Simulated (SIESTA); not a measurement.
## A self-consistent single point of VP2 (C2/m, 6 atoms in the cell) with SIESTA

Computed with LDA PW92, numerical atomic orbitals DZP, PseudoDojo LDA standard norm-conserving potentials (rewritten from UPF to PSML) (SIESTA).

Input as run:

```
# files in the folder: V.psml P.psml (PseudoDojo LDA standard)
SystemName  VP2
SystemLabel siesta

NumberOfAtoms                6
NumberOfSpecies              2
%block ChemicalSpeciesLabel
  1 23 V
  2 15 P
%endblock ChemicalSpeciesLabel
LatticeConstant              1.0 Ang
%block LatticeVectors
     4.205335000   -1.557450000    0.000000000
     4.205335000    1.557450000    0.000000000
    -3.495958000    0.000000000    6.243147000
%endblock LatticeVectors
AtomicCoordinatesFormat      Ang
%block AtomicCoordinatesAndAtomicSpecies
    -1.124865907    0.000000000    4.360026570  1
     6.039577907   -0.000000000    1.883120430  1
     3.823850334    0.000000000    6.054042077  2
     1.090861666    0.000000000    0.189104923  2
     3.641729676   -0.000000000    2.516300398  2
     1.272982323    0.000000000    3.726846602  2
%endblock AtomicCoordinatesAndAtomicSpecies

XC.functional                LDA
XC.authors                   PW92
PAO.BasisSize                DZP
PAO.EnergyShift              0.01 Ry
MeshCutoff                   350 Ry
%block kgrid.MonkhorstPack
    9   0   0  0.0
    0   9   0  0.0
    0   0   4  0.0
%endblock kgrid.MonkhorstPack
OccupationFunction           MP
OccupationMPOrder            0
ElectronicTemperature        0.1 eV

MaxSCFIterations             150
SCF.Mixer.Method             Pulay
SCF.Mixer.Weight             0.25
SCF.Mixer.History            6
SCF.DM.Tolerance             1.0E-04
Diag.ParallelOverK           true
WriteForces                  true
```

The program printed (abridged):

```
reinit: Reading from file input.fdf

reinit: System Name: VP2
reinit: System Label: siesta

coor:   Atomic-coordinates input format  =     Cartesian coordinates
coor:                                          (in Angstroms)

siesta: Atomic coordinates (Bohr) and species
siesta:     -2.12569   0.00000   8.23926  1        1
siesta:     11.41315  -0.00000   3.55858  1        2
siesta:      7.22603   0.00000  11.44048  2        3
siesta:      2.06143   0.00000   0.35736  2        4
siesta:      6.88187  -0.00000   4.75512  2        5
siesta:      2.40559   0.00000   7.04272  2        6

siesta: System type = bulk

initatomlists: Number of atoms, orbitals, and projectors:      6    90   108

siesta: ******************** Simulation parameters ****************************
redata: Spin configuration                          = none
redata: Time-Reversal Symmetry                      = T
redata: Number of Atomic Species                    =        2
redata: Mesh Cutoff                                 =   350.0000 Ry
redata: Net charge of the system                    =     0.0000 |e|
redata: Min. number of SCF Iter                     =        0
redata: Max. number of SCF Iter                     =      150
redata: SCF convergence failure will abort job
redata: SCF mix quantity                            = Hamiltonian
redata: Mix DM or H after convergence               =   F
redata: Recompute H after scf cycle                 =   F
redata: Mix DM in first SCF step                    =   T
redata: No kicks to SCF
redata: DM Mixing Weight for Kicks                  =     0.5000
redata: Require Harris convergence for SCF          =   F
redata: Harris energy tolerance for SCF             =     0.000100 eV
redata: Require DM convergence for SCF              =   T
redata: DM tolerance for SCF                        =     0.000100
redata: Require EDM convergence for SCF             =   F
redata: EDM tolerance for SCF                       =     0.001000 eV
redata: Require H convergence for SCF               =   T
redata: Hamiltonian tolerance for SCF               =     0.001000 eV
redata: Require (free) Energy convergence for SCF   =   F
redata: (free) Energy tolerance for SCF             =     0.000100 eV
redata: Using DFT-D3 dispersion                     =   F
redata: Using Saved Data (generic)                  =   F
redata: Method of Calculation                       = Diagonalization
redata: Electronic Temperature                      =  1160.4518 K
redata: Number of TDED substeps                     =        3
redata: Dynamics option                             = Single-point calculation
redata: Save all siesta data in one NC              =   F
redata: ***********************************************************************

%block SCF.Mixers
  Pulay
%endblock SCF.Mixers

%block SCF.Mixer.Pulay
  # Mixing method
  method pulay
  variant stable

  # Mixing options
  weight 0.2500
  weight.linear 0.2500
  history 6
%endblock SCF.Mixer.Pulay

DM_history_depth set to one: no extrapolation allowed by default for geometry relaxation
Size of DM history Fstack: 1
Total number of electrons:    46.000000
Total ionic charge:    46.000000

* ProcessorY, Blocksize:    1  64

* Orbital distribution balance (max,min):    90    90

k-point displ. along   3 input, could be:     0.00    0.50
 Kpoints in:          180 . Kpoints trimmed:          167

siesta: k-grid: Number of k-points = 167
siesta: k-points from Monkhorst-Pack grid
siesta: k-cutoff (effective) =    14.017 Ang
siesta: k-point supercell and displacements
siesta: k-grid:     9     0     0      0.000
siesta: k-grid:     0     9     0      0.000
siesta: k-grid:     0     0     4      0.000

diag: Algorithm                                     = D&C
diag: Parallel over k                               =   F
diag: Use parallel 2D distribution                  =   F
diag: Parallel block-size                           = 64
diag: Parallel distribution                         =     1 x     1
diag: Used triangular part                          = Lower
diag: Absolute tolerance                            =  0.100E-15
diag: Orthogonalization factor                      =  0.100E-05
diag: Memory factor                                 =  1.0000

superc: Internal auxiliary supercell:     7 x     7 x     3  =     147
superc: Number of atoms, orbitals, and projectors:    882  13230  15876

                        Single-point calculation

superc: Internal auxiliary supercell:     7 x     7 x     3  =     147
superc: Number of atoms, orbitals, and projectors:    882  13230  15876

outcell: Unit cell vectors (Ang):
        4.205335   -1.557450    0.000000
        4.205335    1.557450    0.000000
       -3.495958    0.000000    6.243147

outcell: Cell vector modules (Ang)   :    4.484472    4.484472    7.155320
outcell: Cell angles (23,13,12) (deg):    117.2691    117.2691     40.6443
outcell: Cell volume (Ang**3)        :     81.7802
new_DM -- step:     1
Initializing Density Matrix...

Attempting to read DM from file... Failed...
DM filled with atomic data:

InitMesh: MESH = 48 x 48 x 90 = 207360
InitMesh: Mesh cutoff (required, used) =   350.000   472.971 Ry

stepf: Methfessel-Paxton step function
       Using Hermite-Gauss polynomials of order  0

        iscf     Eharris(eV)        E_KS(eV)     FreeEng(eV)     dDmax    Ef(eV) dHmax(eV)
   scf:    1    -4730.358191    -4766.259064    -4766.262592  1.756963 -4.236461 11.550761
   scf:    2    -4755.378526    -4769.570013    -4769.575248  0.321573 -5.465847  6.721399
   scf:    3    -4773.097664    -4773.414255    -4773.418951  0.140372 -4.947920  1.515885
   scf:    4    -4773.641532    -4773.548234    -4773.552862  0.019831 -5.030167  0.669701
   scf:    5    -4773.628398    -4773.596743    -4773.601360  0.035576 -5.109535  0.086316
   scf:    6    -4773.597062    -4773.598992    -4773.603557  0.015225 -5.112920  0.194384
   scf:    7    -4773.590073    -4773.598485    -4773.603101  0.006897 -5.141297  0.207236
   scf:    8    -4773.601514    -4773.601111    -4773.605699  0.003732 -5.126509  0.001543
   scf:    9    -4773.601113    -4773.601112    -4773.605700  0.000128 -5.126215  0.001163
   scf:   10    -4773.601112    -4773.601112    -4773.605701  0.000096 -5.126092  0.002878
   scf:   11    -4773.601112    -4773.601112    -4773.605701  0.000066 -5.125957  0.000696

SCF Convergence by DM+H criterion
max |DM_out - DM_in|         :     0.0000663429
max |H_out - H_in|      (eV) :     0.0006955451
SCF cycle converged after 11 iterations

Using DM_out to compute the final energy and forces

siesta: E_KS(eV) =            -4773.6011

siesta: E_KS - E_eggbox =     -4773.6011

siesta: Atomic forces (eV/Ang):
     1   -0.048002    0.000000   -0.091965
     2    0.048002    0.000000    0.091949
     3   -0.153341    0.000000   -0.105228
     4    0.153351   -0.000000    0.105292
     5    0.041324   -0.000000   -0.154384
     6   -0.041335   -0.000000    0.154336
   Tot    0.000000    0.000000    0.000000
   Max    0.154384
   Res    0.088751    sqrt( Sum f_i^2 / 3N )
   Max    0.154384    constrained

Stress tensor Voigt[x,y,z,yz,xz,xy] (kbar):       47.28       74.76       74.47       -0.00       -0.72        0.00
(Free)E + p*V (eV/cell)    -4776.9492
Target enthalpy (eV/cell)    -4773.6057

siesta: Program's energy decomposition (eV):
siesta: Ebs     =     -1092.839639
siesta: Eions   =      7564.295583
siesta: Ena     =      1498.134046
siesta: Ekin    =      1945.705128
siesta: Enl     =       127.622525
siesta: Eso     =         0.000000
siesta: Edftu   =         0.000000
siesta: DEna    =        64.393859
siesta: DUscf   =         1.495933
siesta: DUext   =         0.000000
siesta: Ex      =      -760.318921
siesta: Ec      =       -86.338100
siesta: Exc     =      -846.657021
siesta: Eharris =     -4773.601112
siesta: Etot    =     -4773.601112
siesta: FreeEng =     -4773.605701

siesta: Atomic forces (eV/Ang):
siesta:      1   -0.048002    0.000000   -0.091965
siesta:      2    0.048002    0.000000    0.091949
siesta:      3   -0.153341    0.000000   -0.105228
siesta:      4    0.153351   -0.000000    0.105292
siesta:      5    0.041324   -0.000000   -0.154384
siesta:      6   -0.041335   -0.000000    0.154336
siesta: ----------------------------------------
siesta:    Tot    0.000000    0.000000    0.000000

siesta: Stress tensor (static) (eV/Ang**3):
siesta:     0.029512   -0.000000   -0.000452
siesta:     0.000000    0.046660    0.000000
siesta:    -0.000452   -0.000000    0.046479

siesta: Cell volume =         81.780219 Ang**3

siesta: Pressure (static):
siesta:                Solid            Molecule  Units
siesta:          -0.00044528         -0.00041706  Ry/Bohr**3
siesta:          -0.04088349         -0.03829306  eV/Ang**3
siesta:         -65.50257616        -61.35224168  kBar
```

The run converged in 11 iterations.

The starting cell comes from a database of computed structures (which also holds hypothetical and non-ambient phases and stackings), without a prior relaxation at this level. Spin polarisation is off, so a magnetic state, if there is one, cannot be reached. Values carry the incompleteness of an atom-centred basis. With a pressure of about -7 GPa the cell is away from its equilibrium volume at this level.

Cost on one core of a shared machine: roughly 2 min.
